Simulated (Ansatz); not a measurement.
**Quick settings and what they miss: Al3Pt2 (P-3m1, 10 atoms in the cell)**

Self-consistent single point.

```
CELL_PARAMETERS angstrom
      4.08910     0.00000     0.00000
     -2.04455     3.54127     0.00000
      0.00000     0.00000    11.02108
ATOMIC_POSITIONS crystal
  Al 0.33333 0.66667 0.33392
  Al 0.66667 0.33333 0.66608
  Al 0.00000 0.00000 0.50000
  Al 0.00000 0.00000 0.00000
  Al 0.00000 0.00000 0.77320
  Al 0.00000 0.00000 0.22680
  Pt 0.33333 0.66667 0.58776
  Pt 0.66667 0.33333 0.41224
  Pt 0.33333 0.66667 0.10305
  Pt 0.66667 0.33333 0.89695
```

Computed with LDA (PW92), default PAW files made with PBE (plane waves; Ansatz, a quantum-chemistry and plane-wave program).

Base settings: basis.ecutwfc = 420 eV; kpoints.mp_grid.grid = 8 8 3; hamiltonian.xc = lda; hamiltonian.pseudopotentials = {kind: paw} (the program's default PAW files); scf.occupations.method = fermi_dirac; scf.occupations.width = 0.1 eV.

Tight run (finer mesh or higher cutoff; not a proven limit): basis.ecutwfc: 420 eV → 590 eV; kpoints.mp_grid.grid: 8 8 3 → 11 11 5; scf.convergence.dr2_threshold: default (1e-07 eV) → 1e-09 eV. It gave Fermi level (on the code's own zero) 13.40 eV; pressure -3.33 GPa; largest force (vector length) 0.141 eV/Å.

Quick runs, as changes from the base:
- A: the base itself
- B: basis.ecutwfc: 420 eV → 295 eV; kpoints.mp_grid.grid: 8 8 3 → 4 4 4
- C: basis.ecutwfc: 420 eV → 210 eV; kpoints.mp_grid.grid: 8 8 3 → 2 2 2
- D: kpoints.mp_grid.grid: 8 8 3 → 4 4 4; scf.occupations.width: 0.1 eV → 0.136 eV

Energies are extrapolated to zero smearing width, which holds to low order in the width alone.

The count of work is k-points × plane waves × bands × iterations; it is no time. 

Pressures in the table are Ansatz's without its Pulay estimate, at a fixed set of plane waves; the tight run's value above holds the estimate.

The starting cell comes from a database of computed structures (which also holds hypothetical and non-ambient phases and stackings), without a prior relaxation at this level. Its lattice was rescaled by a random factor within 2.5 % of one. Spin polarisation is off. In the base run, with a pressure of about -3 GPa the cell is away from its equilibrium volume at this level.

```
run  energy less tight (meV/atom)  pressure less tight (GPa)  largest miss in a force vector (eV/Å)  count of work / tight
---  ----------------------------  -------------------------  -------------------------------------  ---------------------
A                             2.1                      -0.08                                  0.024                   0.18
B                           123.6                      -9.07                                  0.116                  0.055
C                          2871.8                    -148.29                                  0.711                  0.010
D                            12.0                      -0.02                                  0.092                  0.082
```

Among the runs at the tight run's level, the energy misses run from 2.1 to 2871.8 meV/atom.

Left out of this page: 2 runs of the series unsound by tests on forces, stress, charge or solver warnings.

Keys are those of Ansatz 0.2.
